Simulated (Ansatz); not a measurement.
Results of RPBE (plane waves, PAW; Ansatz, a program for electronic structure) for fluorite AuAl₂.

Run with plane-wave cutoff 520 eV, 16×16×16 k mesh, Fermi–Dirac smearing 0.05 eV, scalar-relativistic PAW data made under PBE.

The volume scan:

```json
[
 {"V (Å³/atom)": "17.778", "E − E_lowest (meV/atom)": "23.80", "P (GPa)": "7.13"},
 {"V (Å³/atom)": "18.156", "E − E_lowest (meV/atom)": "10.17", "P (GPa)": "4.47"},
 {"V (Å³/atom)": "18.535", "E − E_lowest (meV/atom)": "2.45", "P (GPa)": "2.11"},
 {"V (Å³/atom)": "18.913", "E − E_lowest (meV/atom)": "0.00", "P (GPa)": "0.01"},
 {"V (Å³/atom)": "19.291", "E − E_lowest (meV/atom)": "2.23", "P (GPa)": "-1.86"},
 {"V (Å³/atom)": "19.669", "E − E_lowest (meV/atom)": "8.62", "P (GPa)": "-3.52"},
 {"V (Å³/atom)": "20.048", "E − E_lowest (meV/atom)": "18.70", "P (GPa)": "-4.98"}
]
```

### Question
Estimate the bulk modulus from the pressures at 18.535 and 19.291 Å³/atom, and compare it with a fit to all energies.

### Answer
B = −V dP/dV. Between V = 18.535 and 19.291 Å³/atom, dP/dV = (-1.86 − (2.11))/(19.291 − 18.535) = -5.25 GPa per Å³/atom; at the midpoint 18.913 Å³/atom this gives B ≈ 99.3 GPa. The third-order Birch–Murnaghan fit gives V0 = 18.914 Å³/atom, B0 = 98.9 GPa, B′ = 4.9, which lies within 1 % of that estimate.

Spin–orbit coupling is not included; it can shift volumes and moduli of such heavy elements.

The computed numbers hold no vibrational or temperature effects.

It cost very roughly 110 core-seconds of CPU time.
